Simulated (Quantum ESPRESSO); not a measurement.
# Quick settings and what they miss: YIn (P4/mmm, 2 atoms in the cell)

Self-consistent single point.

```
YIn
1.0
    3.53925     0.00000     0.00000
    0.00000     3.53925     0.00000
    0.00000     0.00000     4.19118
Y In
1 1
Direct
  0.00000   0.00000   0.00000
  0.50000   0.50000   0.50000
```

Computed with PBEsol, PseudoDojo standard norm-conserving (PBESOL) pseudopotentials (plane waves; Quantum ESPRESSO).

Base settings: ecutwfc = 75 Ry; occupations = smearing; smearing = gaussian; degauss = 0.0147 Ry; potentials = {Y: Y.upf, In: In.upf}; K_POINTS = automatic 8 8 6 0 0 0; conv_thr = 1e-10 Ry; mixing_beta = 0.4.

Tight run (finer mesh or higher cutoff; not a proven limit): ecutwfc: 75 Ry → 105 Ry; conv_thr: 1e-10 Ry → 7.3e-11 Ry; K_POINTS: automatic 8 8 6 0 0 0 → automatic 11 11 9 0 0 0. It gave Fermi level (on the code's own zero) 11.41 eV; pressure -1.82 GPa.

Quick runs, as changes from the base:
- A: the base itself
- B: ecutwfc: 75 Ry → 38 Ry; K_POINTS: automatic 8 8 6 0 0 0 → automatic 2 2 2 0 0 0
- C: ecutwfc: 75 Ry → 60 Ry; K_POINTS: automatic 8 8 6 0 0 0 → automatic 6 6 6 0 0 0
- D: ecutwfc: 75 Ry → 45 Ry; smearing: gaussian → fermi-dirac; degauss: 0.0147 Ry → 0.036749 Ry; K_POINTS: automatic 8 8 6 0 0 0 → automatic 6 6 6 0 0 0
- E: ecutwfc: 75 Ry → 52 Ry; smearing: gaussian → methfessel-paxton; degauss: 0.0147 Ry → 0.0099958 Ry; K_POINTS: automatic 8 8 6 0 0 0 → automatic 4 4 4 1 1 1; potentials: PseudoDojo standard norm-conserving (LDA) [LDA (PW92)]
- F: ecutwfc: 75 Ry → 52 Ry; K_POINTS: automatic 8 8 6 0 0 0 → automatic 8 8 8 0 0 0

Energies are extrapolated to zero smearing width, which holds to low order in the width alone (under cold and Methfessel-Paxton smearing the free energy itself is taken).

Dashes: time of B, D, E, under 30 s; energy of E, another energy zero.

† marks runs with another functional, U, potentials or spin treatment: their distance from the tight run is not a convergence error alone.

The count of work is k-points × plane waves × bands × iterations; it is no time. Core times come from one kind of shared machine and are given to one figure; runs under 30 s give none.

The starting cell comes from a database of computed structures (which also holds hypothetical and non-ambient phases and stackings), without a prior relaxation at this level. Its lattice was rescaled by a random factor within 2.5 % of one.

```
run  energy less tight (meV/atom)  pressure less tight (GPa)  count of work / tight  core time / tight (rough)
---  ----------------------------  -------------------------  ---------------------  -------------------------
A                             1.6                      -0.03                   0.32                        0.3
B                          4293.4                    -128.74                  0.011                          –
C                            25.3                      -1.59                   0.17                        0.1
D                          1121.4                     -43.80                  0.088                          –
E†                              –                     -13.70                  0.020                          –
F                           201.5                     -11.50                   0.23                        0.2
```

Among the runs at the tight run's level, the energy misses run from 1.6 to 4293.4 meV/atom.
